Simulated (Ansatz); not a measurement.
We consider Co3PdB (model structure, started from the Mn3GaN type, Pm-3m, No. 221, 5 atoms in the cell), described by r²SCAN (PAW; Ansatz, an electronic-structure program).

Numerical settings: plane-wave cutoff 560 eV, 14×14×14 k mesh, Fermi–Dirac smearing 0.05 eV, spin-polarised with parallel moments, scalar-relativistic PAW data made under PBE.

Cell (relaxed at this level):

```xyz
5
Lattice="3.8355 0.0000 0.0000 0.0000 3.8355 0.0000 0.0000 0.0000 3.8355" Properties=species:S:1:pos:R:3 pbc="T T T"
Co     1.9177     1.9177     0.0000
Co     0.0000     1.9177     1.9177
Co     1.9177     0.0000     1.9177
Pd     0.0000     0.0000     0.0000
B      1.9177     1.9177     1.9177
```
Starting moments (μB, in the order of the record's atoms Co Co Co Pd B): 3.0 3.0 3.0 0.0 0.0.

Q: Estimate the bulk modulus that the calculation returns.

A: 
- bulk modulus: 177 GPa

The run finds no gap.

Note: the magnetic order was assumed, not searched for or taken from measurement; the bulk modulus is −V dP/dV from two relaxed cells at ±2 % in volume; the relaxation could raise the start's symmetry but not lower it, so the cell can be a saddle point.

A model structure was made by putting elements into a prototype or built by hand; it is no filed structure, need not be a known phase, and can be a saddle point held by its symmetry.
